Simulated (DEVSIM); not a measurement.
System: illuminated Ge n-on-p cell, one wavelength, at 500 K.

Layer 1 from the left is Ge, thickness (μm) 0.130, Nd (cm⁻³) 8.3e17, τn (s) 1.4e-8, τp (s) 3.1e-8, absorption coefficient (cm⁻¹) 320. Layer 2 from the left is Ge, thickness (μm) 190, Na (cm⁻³) 7.1e16, τn (s) 2.1e-7, τp (s) 2.1e-7, absorption coefficient (cm⁻¹) 320.

Left contact: ohmic, minority hole recombination velocity 4e6 cm/s. Right contact: ohmic, minority electron recombination velocity 3e6 cm/s. Voltage is applied to the left contact. Recombination: SRH at mid-gap, radiative, Auger. Light enters at the left, 4.3e16 photons cm⁻² s⁻¹, one pass, no reflection. Mobility is μmin + (μ − μmin)/(1 + (N/Nref)^α).

Constants are typed, rounded textbook-type inputs, not results; the design itself was drawn at random and stands for no fabricated device. Values at 300 K; Nc and Nv go as T^1.5, mobilities as T to minus their exponent, the gap by Varshni's rule with the affinity fixed.

Ge: gap (eV) 0.664, affinity (eV) 4, permittivity 16, Nc (cm⁻³) 1.04e19, Nv (cm⁻³) 6e18, μn (cm²/Vs) 3900, μp (cm²/Vs) 1900, μn,min 150, μp,min 100, Nref,n 2.6e17, Nref,p 4e17, αn 0.56, αp 0.6, T exponent of μn 1.66, T exponent of μp 2.33, B (cm³/s) 6.4e-14, Cn (cm⁶/s) 1e-31, Cp (cm⁶/s) 1e-31, Varshni α (eV/K) 0.000477, Varshni β (K) 235.

Simulated with DEVSIM: 1D drift-diffusion, Boltzmann statistics, complete ionisation; no tunnelling, impact ionisation, image-force lowering or self-heating.

Question: What does the simulation give for the largest field in the device at zero bias, the dark forward voltage at 100 A/cm², the potential step across the device at zero bias?

Answer: largest field in the device at zero bias 65000 V/cm; dark forward voltage at 100 A/cm² 0.302 V; potential step across the device at zero bias 0.219 V.
